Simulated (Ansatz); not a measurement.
Cells marked so need not be the phases stable at ambient conditions, and some may be hypothetical.

By PBEsol, each system below comes out a metal.

Ballistic conductance counts the channels of both spins, as a mean over 0.1 eV about the Fermi level; spin-orbit coupling is left out.

A. Rh (P6_3/mmc, not sure to be the ambient phase, 4 atoms a cell, 13.8 Å³ an atom, -6 GPa at this level), current normal to (100)
B. ZrIr (Pm-3m, CsCl type, not sure to be the ambient phase, 2 atoms a cell, 18.3 Å³ an atom, -8 GPa at this level), current normal to (111)
C. TaRu (P4/mmm, not sure to be the ambient phase, 2 atoms a cell, 15.8 Å³ an atom, -5 GPa at this level), current normal to (110)

Order them by ballistic conductance per area (highest first) at the level PBEsol run with Ansatz (a first-principles code).

A (1.7 × 10¹⁵ S/m²), B (1.3 × 10¹⁵ S/m²), C (1.1 × 10¹⁵ S/m²)
